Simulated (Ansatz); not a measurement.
Consider Re₂C (space group P6_3/mmc, No. 194; a cell from a computed database, its experimental status unchecked).

Re$_{2}$C has the hexagonal space group P6₃/mmc (No. 194), Pearson symbol hP6. Cell: a = 2.8338 Å, b = 2.8338 Å, c = 9.8281 Å, α = 90.00°, β = 90.00°, γ = 120.00°. Re on 4f sees 3 C at 2.148 Å and 10 Re at 2.687–2.834 Å. C on 2c sees 6 Re at 2.148 Å (trigonal prismatic). (Neighbours: up to the widest gap in distance over summed covalent radii, below 1.35, at either atom; cation-cation and far metal-metal contacts left out.)

Computed with DFT with PBEsol, PAW potentials and a 420 eV plane-wave cutoff in Ansatz (a quantum-chemistry and plane-wave program), no SOC.

One change was made to it. Results:

| quantity | base | after |
|---|---|---|
| density | 18.68 g/cm³ | 18.74 g/cm³ |
| shortest interatomic distance | 2.148 Å | 2.145 Å |
| c/a ratio | 3.468 | 3.469 |

What was done to the base?
(A) pressure 5 GPa
(B) pressure 1.5 GPa
(C) pressure 0.3 GPa
(D) pressure 10 GPa

B, pressure 1.5 GPa. For comparison, the density in the other runs: pressure 0.3 GPa gives 18.69 g/cm³; pressure 10 GPa gives 19.10 g/cm³; pressure 5 GPa gives 18.89 g/cm³.

Load acts through the strain it causes; cell and atoms are relaxed under it. Whether these cells are dynamically stable was not tested. No other phases were tried under pressure. The final runs are not spin-polarised.
